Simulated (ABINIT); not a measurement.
# Equation of state of zinc-blende BeTe (space group 216): energy against volume (ABINIT, PBEsol)

```yaml
crystal:
  lattice:
    - [0.00000, 2.73327, 2.73327]
    - [2.73327, 0.00000, 2.73327]
    - [2.73327, 2.73327, 0.00000]
  atoms:
    - { symbol: Be, position: [0.00000, 0.00000, 0.00000] }
    - { symbol: Te, position: [0.75000, 0.75000, 0.75000] }
```

Method of the run: PBEsol, norm-conserving pseudopotentials (PseudoDojo nc-sr-04 PBEsol standard) (plane waves; ABINIT 10.0.3). Settings: pseudos = [Be.upf, Te.upf]; ecut = 57 Ha; occopt = 3; tsmear = 0.00036749 Ha; ngkpt = 10 10 10; nshiftk = 1; shiftk = 0 0 0; potentials = PseudoDojo nc-sr-04 PBEsol standard; nband = 15; kptopt = 1; nstep = 80; tolvrs = 1e-10. The cell above is the first row's. The rows scale it uniformly. In all rows fractional positions and the k mesh are held. E is the free energy at the stated smearing, counted from the lowest row.

```csv
V (Å^3/atom),E (meV/atom)
20.4195,?
20.8634,12.32
21.3073,4.37
21.7512,0.39
22.1951,0.00
22.6391,2.85
23.0830,8.65
23.5269,17.09
23.9708,27.94
```

**Question.** Using the third-order Birch-Murnaghan form, a cubic in V^(-2/3), estimate the missing E at V = 20.4195 from the other rows, showing the fit.

**Answer.** With u = V^(-2/3) - 0.126, the rows have u = 0.005950, 0.004111, 0.002335, 0.000618, -0.001043, -0.002650, -0.004207, -0.005715. Least squares gives E = 0.690 - 1474.2·u + 576317·u² - 6148·u³. Residuals (row less fit): 0.000, 0.001, 0.000, 0.001, -0.005, 0.006, -0.003, 0.001; standard error 0.004 (degrees of freedom: 4). Its minimum lies at u = 0.001279, so V0 = (0.127279)^(-3/2) = 22.02. There d²E/du² = 1153000 and d³E/du³ = -36890, so B0 = (4/9) × 22.02^(-7/3) × 1153000 × 0.160218 = 60.4 GPa (the last factor turns the table's units into GPa), and B0' = 4 + (2/3) × 0.127279 × (-36890)/1153000 = 4.0. The program's pressures in the fitted runs (not shown) pass through zero at V = 22.02, 0.02 % from this V0. At the withheld row, u = 0.007856, so E = 0.690 - 1474.2 × 0.007856 + 576317 × 0.007856² - 6148 × 0.007856³ = 24.674 meV/atom. The calculation gives 24.67 meV/atom, which the fit meets to the printed digits. The row lies outside the fitted rows, so this is an extrapolation. From the scatter of the fitted rows alone, a prediction at this place has a standard error of 0.012 meV/atom, so the miss is 0.3 times that.

Carrying the step between the two nearest rows on in a straight line would have given 20.27, off by 4.40; series whose last step already gives the withheld value aren't shown. The scan was laid around a cell of about the measured size, scaled by a guess for this functional. The runs keep the symmetry of the cell, so they don't test it for distortions. The PBEsol file for Te was generated anew from PseudoDojo's inputs, some of which were changed. Spin-orbit coupling is off. Cutoffs and mesh are single choices, not tested for convergence of this quantity. Series with a scatter that would blur these digits, or in which a gap closes, are not shown. Nor are scans whose minimum lies at an end fitted in this form.
